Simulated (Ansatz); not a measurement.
## Cubic perovskite CsPbBr3 (cubic high-temperature phase)

The numbers are results of LDA in Ansatz (plane waves, PAW), not measurements.

Numerical settings: plane-wave cutoff 520 eV, 6×6×6 k mesh, Fermi–Dirac smearing 0.01 eV, scalar-relativistic PAW data made under PBE.

Cell (relaxed at this level):

```
CELL_PARAMETERS angstrom
      5.77025     0.00000     0.00000
      0.00000     5.77025     0.00000
      0.00000     0.00000     5.77025
ATOMIC_POSITIONS crystal
  Cs 0.00000 0.00000 0.00000
  Pb 0.50000 0.50000 0.50000
  Br 0.50000 0.00000 0.50000
  Br 0.00000 0.50000 0.50000
  Br 0.50000 0.50000 0.00000
```

- bulk modulus B0: 25.4 GPa
- band gap: 1.17 eV
- Γ–Γ gap: 4.77 eV
- pressure derivative B′ of the bulk modulus: 4.8

Note: the relaxation could not lower the start's symmetry, so the cell can be a saddle point above a distorted one.

Spin–orbit coupling is not included; with these elements it can move the gap by several tenths of an eV or more.

Static lattice: no zero-point or thermal effects.

It cost about 70 core-seconds (a rough figure) of CPU time.

Ansatz is a program for electronic structure.
